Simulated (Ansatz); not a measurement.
We consider stishovite (SiO2), described by r²SCAN (plane waves, PAW; Ansatz, an electronic-structure program).

Numerical settings: plane-wave cutoff 600 eV, 6×6×10 k mesh (along the axes of the cell as run), finite displacements, scalar-relativistic PAW data made under PBE.

Cell (measured lattice):

O2Si is taken in the tetragonal space group P4₂/mnm (No. 136), the rutile structure, Pearson symbol tP6. Conventional cell: a = b = 4.1790 Å, c = 2.6649 Å, α = β = γ = 90.00°. Si on 2a is surrounded by 6 O at 1.758–1.808 Å (octahedral). O on 4f is surrounded by 3 Si at 1.758–1.808 Å (trigonal planar). (Neighbours: up to the widest gap in distance over summed covalent radii, below 1.35, at either atom.)

Task: What does this level give for the electronic dielectric constant ε∞ (mean over three axes) and static dielectric constant (mean over three axes)?

Result: 
- electronic dielectric constant ε∞ (mean over three axes): 3.25
- static dielectric constant (mean over three axes): 10.4

Measured, for comparison: high-frequency dielectric constant 3.27 (temperature not stated, not corrected to a static lattice, mean of the two values across and the one along c; as tabulated in He et al. (2014), arXiv:1309.4805). Computed (rounded) less measured: high-frequency dielectric constant -0.6 %.

Note: the cell isn't this level's own, so it is under some stress, which shifts stiffness and frequencies.
